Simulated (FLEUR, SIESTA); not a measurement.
A SIESTA input for a self-consistent single point of AlFe (Pm-3m, 2 atoms in the cell) (DFT, GGA PBEsol, numerical atomic orbitals DZP, PseudoDojo PBEsol standard norm-conserving potentials (rewritten from UPF to PSML)):

```
# files in the folder: Al.psml Fe.psml (PseudoDojo PBEsol standard)
SystemName  AlFe
SystemLabel alfe

NumberOfAtoms                2
NumberOfSpecies              2
%block ChemicalSpeciesLabel
  1 13 Al
  2 26 Fe
%endblock ChemicalSpeciesLabel
LatticeConstant              1.0 Ang
%block LatticeVectors
     2.802543000    0.000000000    0.000000000
     0.000000000    2.802543000    0.000000000
     0.000000000    0.000000000    2.802543000
%endblock LatticeVectors
AtomicCoordinatesFormat      Bohr
%block AtomicCoordinatesAndAtomicSpecies
     0.000000000    0.000000000    0.000000000  1
     2.648019361    2.648019361    2.648019361  2
%endblock AtomicCoordinatesAndAtomicSpecies

XC.functional                GGA
XC.authors                   PBEsol
PAO.BasisSize                DZP
PAO.EnergyShift              0.01 Ry
MeshCutoff                   350 Ry
%block kgrid.MonkhorstPack
   12   0   0  0.0
    0  12   0  0.0
    0   0  12  0.0
%endblock kgrid.MonkhorstPack
OccupationFunction           FD
ElectronicTemperature        1160.45 K
Spin                         polarized
%block DM.InitSpin
  1 +0.00
  2 +4.00
%endblock DM.InitSpin

MaxSCFIterations             150
SCF.Mixer.Method             Pulay
SCF.Mixer.Weight             0.1
SCF.Mixer.History            6
SCF.DM.Tolerance             1.0E-05
Diag.ParallelOverK           true
WriteForces                  true
Charge.Mulliken              end
```

### Question
Give the FLEUR input for the same structure, mesh, smearing and functional.

### Answer
This is the input that was run; spellings and numerical settings could be chosen otherwise.

Input of the input generator:

```
AlFe
&input film=f /
2.8025430000 0.0000000000 0.0000000000
0.0000000000 2.8025430000 0.0000000000
0.0000000000 0.0000000000 2.8025430000
1.8897261246
1.0 1.0 1.0

2
13 0.0000000000 0.0000000000 0.0000000000 : 0.00
26 0.5000000000 0.5000000000 0.5000000000 : 4.00

&comp jspins=2 /
&exco xctyp='PBEs' /
&kpt div1=12 div2=12 div3=12 gamma=t /
&end /
```

```xml
<?xml version="1.0" encoding="UTF-8" standalone="no"?>
<fleurInput fleurInputVersion="0.39">
   <comment>
      AlFe                                                                                                
   </comment>
   <calculationSetup>
      <cutoffs Kmax="4.1" Gmax="16.4" GmaxXC="16.4" numbands="0"/>
      <scfLoop itmax="100" minDistance="0.00001" maxIterBroyd="40" imix="Anderson" alpha="0.05" precondParam="0.0" spinf="2.0"/>
      <coreElectrons ctail="T" frcor="F" kcrel="0" coretail_lmax="0"/>
      <xcFunctional name="PBEs" relativisticCorrections="F"/>
      <magnetism jspins="2"/>
      <soc l_soc="F" theta="0.0" phi="0.0" spav="F"/>
      <expertModes spex="0" secvar="F"/>
      <geometryOptimization l_f="T" forcealpha="1.0" forcemix="BFGS" epsdisp="0.00001" epsforce="0.00001"/>
      <ldaU l_linMix="F" mixParam="0.05" spinf="1.0"/>
   </calculationSetup>
   <cell>
      <bzIntegration valenceElectrons="19.0" mode="hist" fermiSmearingEnergy="0.00367493">
         <kPointListSelection listName="default-1"/>
         <!-- k-points included here -->
         <xi:include xmlns:xi="http://www.w3.org/2001/XInclude" href="kpts.xml"> </xi:include>
      </bzIntegration>
      <!-- symmetry operations included here -->
      <xi:include xmlns:xi="http://www.w3.org/2001/XInclude" href="sym.xml"> </xi:include>
      <bulkLattice scale="1.0">
         <bravaisMatrix>
            <row-1>    5.2960387224148571     0.0000000000000000     0.0000000000000000</row-1>
            <row-2>    0.0000000000000000     5.2960387224148571     0.0000000000000000</row-2>
            <row-3>    0.0000000000000000     0.0000000000000000     5.2960387224148571</row-3>
         </bravaisMatrix>
      </bulkLattice>
   </cell>
   <atomSpecies>
      <species name="Aluminum (Al)" element="Al" atomicNumber="13">
         <mtSphere radius="1.69" gridPoints="585" logIncrement="0.019"/>
         <atomicCutoffs lmax="6" lnonsphr="4"/>
         <electronConfig flipSpins="F">
            <coreConfig>(1s1/2) (2s1/2) (2p1/2) (2p3/2)</coreConfig>
            <valenceConfig>(3s1/2) (3p1/2) (3p3/2)</valenceConfig>
            <stateOccupation state="(3p1/2)" spinUp="0.1666666667" spinDown="0.1666666667"/>
            <stateOccupation state="(3p3/2)" spinUp="0.3333333333" spinDown="0.3333333333"/>
         </electronConfig>
         <energyParameters s="3" p="3" d="3" f="4"/>
      </species>
      <species name="Iron (Fe) 4.000" element="Fe" atomicNumber="26">
         <mtSphere radius="2.47" gridPoints="853" logIncrement="0.014"/>
         <atomicCutoffs lmax="10" lnonsphr="8"/>
         <electronConfig flipSpins="F">
            <coreConfig>(1s1/2) (2s1/2) (2p1/2) (2p3/2)</coreConfig>
            <valenceConfig>(3s1/2) (3p1/2) (3p3/2) (4s1/2) (3d3/2) (3d5/2)</valenceConfig>
            <stateOccupation state="(3d3/2)" spinUp="2.0" spinDown="0.4"/>
            <stateOccupation state="(3d5/2)" spinUp="3.0" spinDown="0.6"/>
         </electronConfig>
         <energyParameters s="4" p="4" d="3" f="4"/>
         <lo type="SCLO" l="0" n="3" eDeriv="0"/>
         <lo type="SCLO" l="1" n="3" eDeriv="0"/>
      </species>
   </atomSpecies>
   <atomGroups>
      <atomGroup species="Aluminum (Al)">
         <relPos label="                   1">.0000000000 .0000000000 .0000000000</relPos>
         <force calculate="T" relaxXYZ="TTT"/>
      </atomGroup>
      <atomGroup species="Iron (Fe) 4.000">
         <relPos label="                   2">1.000/2.000 1.000/2.000 1.000/2.000</relPos>
         <force calculate="T" relaxXYZ="TTT"/>
      </atomGroup>
   </atomGroups>
   <output dos="F" band="F" slice="F">
      <checks vchk="F" cdinf="F"/>
      <bandDOS minEnergy="-.5*Htr" maxEnergy="0.5*Htr" sigma="0.015" storeEVData="T"/>
      <vacuumDOS vacdos="F" integ="F" star="F" nstars="0" locx1="0.0" locy1="0.0" locx2="0.0" locy2="0.0" nstm="0" tworkf="0.0"/>
      <unfoldingBand unfoldBand="F" supercellX="1" supercellY="1" supercellZ="1"/>
      <plotting iplot="0" polar="F">
         <plot TwoD="T" vec1="  1.0  0.0  0.0" vec2="  0.0  1.0  0.0" vec3="  0.0  0.0  1.0" zero="  0.0  0.0  0.0" file="plot"/>
      </plotting>
      <chargeDensitySlicing numkpt="0" minEigenval="0.0" maxEigenval="0.0" nnne="0" pallst="F"/>
      <specialOutput eonly="F"/>
      <magneticCircularDichroism mcd="F" energyLo="-10.0" energyUp="0.0"/>
   </output>
  <!-- We include the file relax.xml here to enable relaxations (see documentation) -->
  <xi:include xmlns:xi="http://www.w3.org/2001/XInclude" href="relax.xml"> <xi:fallback/> </xi:include>
</fleurInput>
```

Basis, cutoffs, solver keys and any potentials are the target program's own. This input uses DFT, PBEsol, all-electron FLAPW (FLEUR), scalar-relativistic valence. Both were run: size of the net moment 0.33 μB/atom in SIESTA and 0.30 in FLEUR.

On FLEUR: the starting cell comes from a database of computed structures (which also holds hypothetical and non-ambient phases and stackings), without a prior relaxation at this level. Its lattice was rescaled by a random factor within 2.5 % of one. The moments shrank to a small part of their start, a low-spin state that need not be the lowest. Values depend on the basis (sphere radii, cutoffs, local orbitals), which need not be converged.

On SIESTA: the starting cell comes from a database of computed structures (which also holds hypothetical and non-ambient phases and stackings), without a prior relaxation at this level. Its lattice was rescaled by a random factor within 2.5 % of one. The moments shrank to a small part of their start, a low-spin state that need not be the lowest. Values carry the incompleteness of an atom-centred basis. With a pressure of about 9 GPa the cell is away from its equilibrium volume at this level.
